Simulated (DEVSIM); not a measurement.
System: illuminated Si p-on-n cell, one wavelength, at 250 K.

```csv
layer (left to right),material,thickness (μm),Nd (cm⁻³),Na (cm⁻³),τn (s),τp (s),absorption coefficient (cm⁻¹)
1,Si,0.320,-,8.9e17,1.7e-8,8.9e-9,340
2,Si,120,1.2e15,-,8.9e-7,8.9e-7,340
```

Left contact: ohmic, minority electron recombination velocity 4e5 cm/s. Right contact: ohmic, minority hole recombination velocity 2000 cm/s. Voltage is applied to the left contact. Recombination: SRH at mid-gap, radiative, Auger. Light enters at the left, 5.5e17 photons cm⁻² s⁻¹, one pass, no reflection. Mobility is μmin + (μ − μmin)/(1 + (N/Nref)^α).

The device is made up for the run: typed textbook-type constants, with dimensions and the other settings drawn at random. Values at 300 K; Nc and Nv go as T^1.5, mobilities as T to minus their exponent, the gap by Varshni's rule with the affinity fixed.

| parameter | Si |
|---|---|
| gap (eV) | 1.124 |
| affinity (eV) | 4.05 |
| permittivity | 11.7 |
| Nc (cm⁻³) | 2.86e19 |
| Nv (cm⁻³) | 3.1e19 |
| μn (cm²/Vs) | 1417 |
| μp (cm²/Vs) | 470 |
| μn,min | 52 |
| μp,min | 45 |
| Nref,n | 9.7e16 |
| Nref,p | 2.2e17 |
| αn | 0.68 |
| αp | 0.72 |
| T exponent of μn | 2.3 |
| T exponent of μp | 2.2 |
| B (cm³/s) | 4.7e-15 |
| Cn (cm⁶/s) | 2.8e-31 |
| Cp (cm⁶/s) | 9.9e-32 |
| Varshni α (eV/K) | 0.000473 |
| Varshni β (K) | 636 |

DEVSIM, 1D drift-diffusion, Boltzmann statistics, complete ionisation; no tunnelling, impact ionisation, image-force lowering or self-heating.

The minority lifetime in layer 1 was swept, all else fixed.

```
minority lifetime in layer 1 (s)  dark forward voltage at 100 A/cm² (V)
--------------------------------  -------------------------------------
5.1e-10                                                           1.015
1.7e-9                                                            1.011
5.1e-9                                                            1.010
1.7e-8                                                            1.010
5.1e-8                                                            1.010
1.7e-7                                                            1.009
5.1e-7                                                            1.009
```

From the first row to the last the dark forward voltage at 100 A/cm² goes from 1.015 to 1.009.
